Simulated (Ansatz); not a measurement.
# Hypothetical P4_2/mnm ZnS under a change: pressure 7.5 GPa

Base system: ZnS (space group P4_2/mnm, No. 136; a = 6.5179 Å, c = 3.8080 Å; a hypothetical phase, not in the database extracts checked).

One thing is altered: cell and atoms relaxed at a pressure of 7.5 GPa.

The values are results of Ansatz (a first-principles code), PBEsol, PAW, cutoff 420 eV, scalar-relativistic without spin-orbit coupling, not measurements. Γ-centred 5×5×9 mesh, Fermi–Dirac width 0.05 eV.

```json
[
 {"quantity": "volume per atom", "base": "20.22 Å³", "changed": "18.50 Å³", "shift": "-1.72 Å³"},
 {"quantity": "density", "base": "4.00 g/cm³", "changed": "4.37 g/cm³", "shift": "+0.37 g/cm³"},
 {"quantity": "lattice parameter a", "base": "6.518 Å", "changed": "6.270 Å", "shift": "-0.248 Å"},
 {"quantity": "c/a ratio", "base": "0.584", "changed": "0.600", "shift": "+0.016"},
 {"quantity": "enthalpy H = E + PV relative to the base's energy", "base": "–", "changed": "+0.90 eV/atom", "shift": "–"},
 {"quantity": "band gap", "base": "2.24 eV", "changed": "2.57 eV", "shift": "+0.33 eV"},
 {"quantity": "gap character", "base": "direct at Γ", "changed": "direct at Γ", "shift": "–"},
 {"quantity": "mean gap deformation potential ΔEg/Δln V", "base": "–", "changed": "-3.7 eV", "shift": "–"},
 {"quantity": "electron mass", "base": "0.17 mₑ along c, 0.19 mₑ across (at Γ)", "changed": "0.18 mₑ along c, 0.21 mₑ across (at Γ)", "shift": "–"},
 {"quantity": "valence-band top at Γ (three highest levels, from the VBM)", "base": "0.00, 0.00, -0.01 eV", "changed": "0.00, 0.00, -0.13 eV", "shift": "–"}
]
```

Cost of the whole job for the changed cell (relaxation, final SCF and bands): around 110 core-seconds (rough).

Load acts through the strain it causes; cell and atoms are relaxed under it. Masses are band curvatures over ±0.01 Å⁻¹ around the edge. Stability against distortions was not tested. No other phases were tried under pressure.
